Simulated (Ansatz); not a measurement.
Worked calculations on one periodic cell of amorphous hafnium silicate (Si$_{24}$O$_{50}$Hf): Si24O50Hf, 75 atoms, volume 1126.4 Å³, made by a melt-quench on the CHGNet potential and relaxed with DFT. O atoms were pushed apart under 1.9 Å during the dynamics, to hinder bonds among them. It is a model cell: composition and starting density were chosen by hand, and all elements were melted together. Cycles of charging were run to anneal it. The numbers are results of PBE, scalar-relativistic without spin-orbit coupling (plane waves to 420 eV, PAW; Ansatz, a first-principles code), not measurements. Sampling: a 2×2×2 Γ-centred mesh; Fermi-Dirac width 0.02 eV; no spin polarisation. Its volume was held where the quench left it, its shape was free, and it stands at a mean pressure of 0.7 GPa with stress components up to 0.7 GPa; the relaxation ran on the zone centre alone. Its density went from a set 2.44 to 2.44 g/cm³. The cell is small and was quenched far faster than a real film, so it is one sample of the glass.

### Question
Count formal charges (Si +4, O -2, Hf +4). What does the count lead one to expect at the Fermi level, and what does the calculation give?

### Answer
24 × (+4) + 50 × (-2) + 1 × (+4) = 0. The charges balance, so the anion-derived valence states can be full and a gap can open. On this mesh the highest filled and lowest empty level lie 5.17 eV apart, the PBE gap of this cell, with a localised state at one edge or both.

Four energies for an added electron at PBE on the zone centre alone (charged cells in a uniform background, spin-polarised): neutral at the neutral geometry -59432.195 eV; charged at the neutral geometry -59425.660 eV; charged and relaxed -59425.745 eV; neutral at the charged geometry -59431.822 eV.

### Question
Find the two relaxation energies and their sum, the reorganisation energy.

### Answer
On charging: -59425.660 − (-59425.745) = 0.085 eV. On discharging: -59431.822 − (-59432.195) = 0.373 eV. The sum is 0.458 eV. The carrier's level spreads over 9 of the 75 atoms' worth, so it counts as partly localised, most on one Hf atom with neighbours O 1.94 Å, O 1.96 Å, O 1.96 Å, O 1.99 Å (neutral geometry). The values are uncorrected: the image energy of a point charge in this cell, 2.84 × 14.40 / (2 × 10.4) = 2.0 eV before screening, is screened by electrons alone at the fixed geometry and by ions too after relaxing, and the carrier can be spread before it relaxes, so each term can be off by up to that value times 1/ε∞, some tenths of an eV. PBE's self-interaction favours spread-out carriers, so a hybrid can localise more.
